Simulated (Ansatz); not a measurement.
Where the default PAW files enter, the runs use the earlier of Ansatz's two default sets.

Tunnelling through a barrier is set by its complex band structure: the current falls as exp(−2κd) with the smallest κ.

```
BN
1.0
    2.50501     0.00000     0.00000
   -1.25250     2.16940     0.00000
    0.00000     0.00000     6.66069
B N
2 2
Direct
  0.00000   0.00000   0.75000
  0.00000   0.00000   0.25000
  0.66667   0.33333   0.25000
  0.33333   0.66667   0.75000
```

Space group of this cell: P6_3/mmc. The cell was relaxed by PBE-D3(BJ); by r2SCAN its mean pressure is -1.3 GPa.

Transport runs along the normal of the first two printed cell vectors, the (001) plane of the conventional cell.

No gap correction and no spin-orbit coupling; mid-gap values are interpolated between computed energies.

**Question.** State the band gap and the smallest decay constant κ at mid-gap according to r2SCAN (Ansatz, a quantum-chemistry and plane-wave program).

**Answer.** Gap 4.20 eV on a 18×18×6 mesh; κ = 0.423 1/Å, at the zone centre.
